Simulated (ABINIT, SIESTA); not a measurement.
A SIESTA input for a self-consistent single point of Mg₃Sc (Pm-3m, 4 atoms in the cell) (DFT, GGA PBEsol, numerical atomic orbitals TZP, PseudoDojo PBEsol standard norm-conserving potentials (rewritten from UPF to PSML)):

```
# files in the folder: Mg.psml Sc.psml (PseudoDojo PBEsol standard)
SystemName  Mg3Sc
SystemLabel mg3sc

NumberOfAtoms                4
NumberOfSpecies              2
%block ChemicalSpeciesLabel
  1 12 Mg
  2 21 Sc
%endblock ChemicalSpeciesLabel
LatticeConstant              4.625517 Ang
%block LatticeVectors
     1.000000000    0.000000000    0.000000000
     0.000000000    1.000000000    0.000000000
     0.000000000    0.000000000    1.000000000
%endblock LatticeVectors
AtomicCoordinatesFormat      Ang
%block AtomicCoordinatesAndAtomicSpecies
     2.312758500    2.312758500    0.000000000  1
     0.000000000    2.312758500    2.312758500  1
     2.312758500    0.000000000    2.312758500  1
     0.000000000    0.000000000    0.000000000  2
%endblock AtomicCoordinatesAndAtomicSpecies

XC.functional                GGA
XC.authors                   PBEsol
PAO.BasisSize                TZP
PAO.EnergyShift              0.005 Ry
MeshCutoff                   400 Ry
%block kgrid.MonkhorstPack
   10   0   0  0.0
    0  10   0  0.0
    0   0  10  0.0
%endblock kgrid.MonkhorstPack
OccupationFunction           FD
ElectronicTemperature        580.23 K

MaxSCFIterations             150
SCF.Mixer.Method             Pulay
SCF.Mixer.Weight             0.25
SCF.Mixer.History            6
SCF.DM.Tolerance             1.0E-04
Diag.ParallelOverK           true
WriteForces                  true
```

Give the ABINIT input for the same structure, mesh, smearing and functional.

One input that does it (others would too):

```
# Mg3Sc, PseudoDojo nc-sr-04 PBEsol standard
pp_dirpath "./"
pseudos "Mg.upf, Sc.upf"
acell 3*1.0 Angstrom
rprim
         4.6255170000    0.0000000000    0.0000000000
         0.0000000000    4.6255170000    0.0000000000
         0.0000000000    0.0000000000    4.6255170000
natom 4
ntypat 2
znucl 12 21
typat 1 1 1 2
xcart
         2.3127585000    2.3127585000    0.0000000000
         0.0000000000    2.3127585000    2.3127585000
         2.3127585000    0.0000000000    2.3127585000
         0.0000000000    0.0000000000    0.0000000000
      Angstrom
ecut 42
occopt 3
tsmear 0.00183747
nband 28
kptopt 1
ngkpt 10 10 10
nshiftk 1
shiftk 0 0 0
nstep 60
toldfe 1.0e-09
prtwf 0
prtden 0
prtvol 1
enunit 2
```

Basis settings and potentials, where a program has them, do not carry over. This input uses DFT, PBEsol, plane waves, norm-conserving pseudopotentials (PseudoDojo nc-sr-04 PBEsol standard). Both were run: pressure -2.43 GPa in SIESTA and -3.58 in ABINIT.

On SIESTA: the starting cell comes from a database of computed structures (which also holds hypothetical and non-ambient phases and stackings), without a prior relaxation at this level. Its lattice was rescaled by a random factor within 2.5 % of one. Values carry the incompleteness of an atom-centred basis.

On ABINIT: the starting cell comes from a database of computed structures (which also holds hypothetical and non-ambient phases and stackings), without a prior relaxation at this level. Its lattice was rescaled by a random factor within 2.5 % of one. With a pressure of about -4 GPa the cell is away from its equilibrium volume at this level.
